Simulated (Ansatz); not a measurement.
Cost and result by functional for the surface energy of the (10-13) surface of hcp Cd in its 1x1 cell, outermost plane spacing 0.26 Å in the ideal cut, in Ansatz (plane waves, PAW). Single points on the PBE structure, on one kind of machine; costs are rough ratios of the slab run's core time (references not counted) to the cheapest single point. r2SCAN's cost holds its higher cutoff (500 against 420 eV). Differences are taken against r2SCAN for comparison alone: no measured value is at hand, so the table doesn't rank accuracy.

Model: 14-atom slab, 9.5 Å thick at the start (thin: gaps and levels are the slab's own), 13x4x1 mesh, Fermi-Dirac 0.1 eV, dipole correction, all atoms relaxed; held to the part of the start's symmetry that mesh and held atoms allow; no spin, no spin-orbit, no U. These notes are the PBE run's.

```csv
functional,relative cost,surface energy (J/m²),less r2SCAN (J/m²)
LDA,1,0.67,0.12
PBEsol,1,0.60,0.04
RPBE,1,0.28,-0.28
r2SCAN,2,0.55,0.00
PBE (the relaxed run's value),–,0.41,-0.14
```

The values span 0.40 J/m², while the single points' costs differ by a factor of roughly 2. Differences are of unrounded values.

Ansatz is a quantum-chemistry and plane-wave program.
